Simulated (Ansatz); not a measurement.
Amorphous Zr20O45Ta2, 67 atoms at 5.58 g/cm³, one PBE-relaxed geometry, zone centre. Methods: PBE, scalar-relativistic without spin-orbit coupling (Ansatz, a quantum-chemistry and plane-wave program); r2SCAN, scalar-relativistic without spin-orbit coupling (Ansatz); HSE06, scalar-relativistic without spin-orbit coupling (Ansatz). Plane waves to 420 eV (r2SCAN 500 eV); exact exchange is cut at the cell's faces. At PBE the levels at the filled edge of the gap are localised (band-tail or defect states). All rungs ran without spin polarisation.

A CHGNet melt-quench gave the starting glass, which DFT then relaxed. O atoms were pushed apart under 1.9 Å during the dynamics, to hinder bonds among them. The hot cell started wider than the set density and was brought back towards it in steps. It is the lowest in DFT energy of 2 quenches. It is a model cell: composition and starting density were chosen by hand, and all elements were melted together. No dispersion term was used. Its density started from a set value of 5.58 and ended at 5.58 g/cm³. Cooling (nominally 300 K/ps over its main leg) ran many orders faster than in experiment, which tends to leave more defects and strain. A cell of this size samples the disorder only roughly. The volume was held where the preparation left it and the shape relaxed, at a PBE pressure of -0.3 GPa (tension). On a 2×2×2 Γ-centred mesh force components of up to 0.15 eV/Å stay, since the relaxation ran on the zone centre alone.

The relaxation ran on the zone centre alone. At PBE the level gap is 3.57 eV on a 2×2×2 Γ-centred mesh, and the spacing at the zone centre alone 3.72 eV.

Problem. What zone-centre spacing does r2SCAN give, roughly?

Solution. 4.17 eV (+0.45 eV against PBE).

Problem. What zone-centre spacing does HSE06 give, roughly?

Solution. 5.26 eV (+1.54 eV against PBE).

The highest filled and the lowest empty state spread over these numbers of atoms (participation numbers): PBE: 6.5 and 24.6; r2SCAN: 6.2 and 24.9; HSE06: 6.6 and 26.2.
